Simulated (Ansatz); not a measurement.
For AgInTe₂ (model structure, started from the chalcopyrite type, I-42d, No. 122, 8 atoms in the cell), PBE in Ansatz (PAW) gives:

```
Property                Value
-------------------  --------
lattice constant a    6.565 Å
lattice parameter c  13.004 Å
```

Problem. What does PBE-D3(BJ) (plane waves, PAW; Ansatz, a program for electronic structure) give for the same quantities?

Solution. 
- lattice constant a: 6.469 Å (drops by 1.5 %)
- lattice parameter c: 12.797 Å (falls by 1.6 %)

Changes are worked out from the printed values.

Unless a cell is named, each level is at its own relaxed cell (PBE 35.03, PBE-D3(BJ) 33.47 Å³/atom).

Ansatz's density-functional and Hartree–Fock values are scalar-relativistic unless marked +SOC, with PAW data made under PBE.

A model structure was made by putting elements into a prototype or built by hand; here it ended with the formula and space group of a phase in our tables.
